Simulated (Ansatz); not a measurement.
Results of r²SCAN (PAW; Ansatz, a program for electronic structure) for Nb₂Pd₃Se₈ (Pbam, No. 55, 26 atoms in the cell; start mp-504898).

Numerical settings: plane-wave cutoff 560 eV, 4×4×10 k mesh (along the axes of the cell as run), Fermi–Dirac smearing 0.01 eV, no spin polarisation, scalar-relativistic PAW data made under PBE.

Cell (relaxed with PBEsol):

Space group Pbam (No. 55); a = 10.774 Å, b = 15.067 Å, c = 3.544 Å, α = 90.00°, β = 90.00°, γ = 90.00°

```
atom  site  symmetry       x       y       z
----  ----  --------  ------  ------  ------
Nb      4h       ..m  0.2026  0.1201  0.5000
Pd      2a     ..2/m  0.0000  0.0000  0.0000
Pd      4g       ..m  0.3649  0.2219  0.0000
Se      4g       ..m  0.2734  0.4944  0.0000
Se      4g       ..m  0.0335  0.1589  0.0000
Se      4h       ..m  0.2354  0.2880  0.5000
Se      4h       ..m  0.4404  0.1220  0.5000
```

Question: Estimate the band gap and smallest direct gap on the k points sampled that the calculation returns.

Answer: 
- band gap = 0.59 eV
- smallest direct gap on the k points sampled = 0.68 eV

Note: cell and atoms aren't relaxed at this level (largest force component 0.13 eV/Å, pressure 2.9 GPa).

Spin–orbit coupling is not included.

Static lattice: no zero-point or thermal effects.

It cost about 30 core-minutes (a rough figure) of CPU time.

A start named mp-… is a Materials Project structure, which need not be a measured phase.
